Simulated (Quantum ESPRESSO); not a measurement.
## Quick settings and what they miss: Lu2AlCo3 (R-3m, 6 atoms in the cell)

Self-consistent single point.

```
CELL_PARAMETERS angstrom
      2.60827    -1.50589     3.81318
      0.00000     3.01177     3.81318
     -2.60827    -1.50589     3.81318
ATOMIC_POSITIONS crystal
  Lu 0.37115 0.37115 0.37115
  Lu 0.62885 0.62885 0.62885
  Al 0.00000 0.00000 0.00000
  Co 0.50000 0.00000 0.00000
  Co 0.00000 0.50000 0.00000
  Co 0.00000 0.00000 0.50000
```

Method of the run: LDA (PZ), PSlibrary PAW (LDA) pseudopotentials (plane waves; Quantum ESPRESSO).

Base settings: ecutwfc = 55 Ry; ecutrho = 440 Ry; occupations = smearing; smearing = cold; degauss = 0.0073499 Ry; K_POINTS = automatic 6 6 6 0 0 0; conv_thr = 1e-10 Ry.

Tight run (finer mesh or higher cutoff; not a proven limit): ecutwfc: 55 Ry → 77 Ry; ecutrho: 440 Ry → 616 Ry; conv_thr: 1e-10 Ry → 7.3e-11 Ry; K_POINTS: automatic 6 6 6 0 0 0 → automatic 9 9 9 0 0 0. It gave Fermi level (on the code's own zero) 12.60 eV; pressure -8.72 GPa; largest force (vector length) 0.005 eV/Å.

Quick runs, as changes from the base:
- A: the base itself
- B: ecutwfc: 55 Ry → 44 Ry; ecutrho: 440 Ry → 352 Ry; smearing: cold → gauss; degauss: 0.0073499 Ry → 0.019992 Ry; conv_thr: 1e-10 Ry → 7.3e-06 Ry; K_POINTS: automatic 6 6 6 0 0 0 → automatic 2 2 2 0 0 0
- C: ecutwfc: 55 Ry → 33 Ry; ecutrho: 440 Ry → 264 Ry; K_POINTS: automatic 6 6 6 0 0 0 → automatic 1 1 1 1 1 1
- D: ecutwfc: 55 Ry → 33 Ry; ecutrho: 440 Ry → 264 Ry; degauss: 0.0073499 Ry → 0.0147 Ry; conv_thr: 1e-10 Ry → 7.3e-05 Ry; K_POINTS: automatic 6 6 6 0 0 0 → automatic 3 3 3 1 1 1
- E: ecutwfc: 55 Ry → 25 Ry; ecutrho: 440 Ry → 200 Ry; smearing: cold → fd; degauss: 0.0073499 Ry → 0.036749 Ry; pseudopotentials: {Lu: Lu.pz-spdn-kjpaw_psl.1.0.0.UPF, Al: Al.pz-n-kjpaw_psl.1.0.0.UPF, Co: Co.pz-n-kjpaw_psl.1.0.0.UPF} → {Lu: Lu.pbe-spdn-kjpaw_psl.1.0.0.UPF, Al: Al.pbe-n-kjpaw_psl.1.0.0.UPF, Co: Co.pbe-n-kjpaw_psl.1.0.0.UPF}; K_POINTS: automatic 6 6 6 0 0 0 → automatic 8 8 8 0 0 0; input_dft: default → pbesol [PBEsol]
- F: ecutwfc: 55 Ry → 38 Ry; ecutrho: 440 Ry → 304 Ry; K_POINTS: automatic 6 6 6 0 0 0 → automatic 8 8 8 0 0 0

Energies are extrapolated to zero smearing width, which holds to low order in the width alone (under cold and Methfessel-Paxton smearing the free energy itself is taken).

Dashes: pressure of B, D, not trusted under this conv_thr with d or f elements; energy of E, another energy zero.

† marks runs with another functional, U, potentials or spin treatment: their distance from the tight run is not a convergence error alone.

The count of work is k-points × plane waves × bands × iterations; it is no time. Core times come from one kind of shared machine and are given to one figure; runs under 30 s give none.

The starting cell comes from a database of computed structures (which also holds hypothetical and non-ambient phases and stackings), without a prior relaxation at this level. Its lattice was rescaled by a random factor within 2.5 % of one. Spin polarisation is off. In the base run, with a pressure of about -9 GPa the cell is away from its equilibrium volume at this level.

```csv
run,energy less tight (meV/atom),pressure less tight (GPa),largest miss in a force vector (eV/Å),count of work / tight,core time / tight (rough)
A,5.8,-0.20,0.024,0.19,0.2
B,93.6,–,0.044,0.011,0.04
C,682.5,5.49,0.493,0.011,0.1
D,69.9,–,0.031,0.012,0.04
E†,–,-40.85,0.022,0.085,0.1
F,40.1,-0.27,0.008,0.22,0.2
```

Among the runs at the tight run's level, the energy misses run from 5.8 to 682.5 meV/atom.
